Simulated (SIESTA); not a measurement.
**How a calculation on TcSe2 (Pnma, 12 atoms in the cell) responds to its settings**

```yaml
crystal:
  lattice:
    - [7.09476, 0.00000, 0.00000]
    - [0.00000, 4.22144, 0.00000]
    - [0.00000, 0.00000, 8.42128]
  atoms:
    - { symbol: Tc, position: [0.73770, 0.25000, 0.59590] }
    - { symbol: Tc, position: [0.23770, 0.25000, 0.90410] }
    - { symbol: Tc, position: [0.26230, 0.75000, 0.40410] }
    - { symbol: Tc, position: [0.76230, 0.75000, 0.09590] }
    - { symbol: Se, position: [0.62500, 0.25000, 0.92170] }
    - { symbol: Se, position: [0.12500, 0.25000, 0.57830] }
    - { symbol: Se, position: [0.37500, 0.75000, 0.07830] }
    - { symbol: Se, position: [0.87500, 0.75000, 0.42170] }
    - { symbol: Se, position: [0.52020, 0.25000, 0.33700] }
    - { symbol: Se, position: [0.02020, 0.25000, 0.16300] }
    - { symbol: Se, position: [0.47980, 0.75000, 0.66300] }
    - { symbol: Se, position: [0.97980, 0.75000, 0.83700] }
```

Base run A: SIESTA 5.4.2 with GGA PBE, numerical atomic orbitals DZP, PseudoDojo PBE standard norm-conserving potentials (rewritten from UPF to PSML), self-consistent single point.

Its settings: XC.functional = GGA; XC.authors = PBE; potentials = PseudoDojo PBE standard; PAO.BasisSize = DZP; PAO.EnergyShift = 0.01 Ry; MeshCutoff = 400 Ry; kgrid.MonkhorstPack = 4 6 3; OccupationFunction = FD; ElectronicTemperature = 0.1 eV; MaxSCFIterations = 150; SCF.Mixer.Method = Broyden; SCF.Mixer.Weight = 0.25; SCF.Mixer.History = 8; SCF.DM.Tolerance = 1.0E-04.

The starting cell was generated: these elements placed on a structure prototype, without a prior relaxation; it need not be a known phase or ordering of this composition. Its lattice was rescaled by a random factor within 2.5 % of one. Spin polarisation is off. Values carry the incompleteness of an atom-centred basis. In the base run, with a pressure of about -12 GPa the cell is away from its equilibrium volume at this level. In the base run, forces exceed 1 eV/Å.

ΔF is the free energy per atom less that of run A. 

Run A gave: pressure (GPa) -11.60; largest force (eV/Å) 1.201.

Runs:
- B: PAO.EnergyShift = 0.0005 Ry
- C: PAO.EnergyShift = 0.001 Ry
- D: PAO.EnergyShift = 0.002 Ry
- E: PAO.EnergyShift = 0.005 Ry
- F: PAO.EnergyShift = 0.02 Ry
- G: PAO.EnergyShift = 0.05 Ry

### Question
What does run D change against A?

### Answer
The free energy goes down by 789 meV/atom, the pressure goes from -11.60 to -8.70 GPa and the largest force goes from 1.201 to 1.088 eV/Å.

### Question
What does run F change against A?

### Answer
The free energy goes up by 1.13 eV/atom, the pressure goes from -11.60 to -14.63 GPa and the largest force goes from 1.201 to 1.263 eV/Å.

```tsv
run	ΔF (meV/atom)	pressure (GPa)	largest force (eV/Å)
A	0.00	-11.60	1.201
B	-895.3	-8.65	1.097
C	-859.1	-8.35	1.063
D	-788.9	-8.70	1.088
E	-521.8	-10.00	1.084
F	1127.9	-14.63	1.263
G	5018.0	-32.33	1.265
```
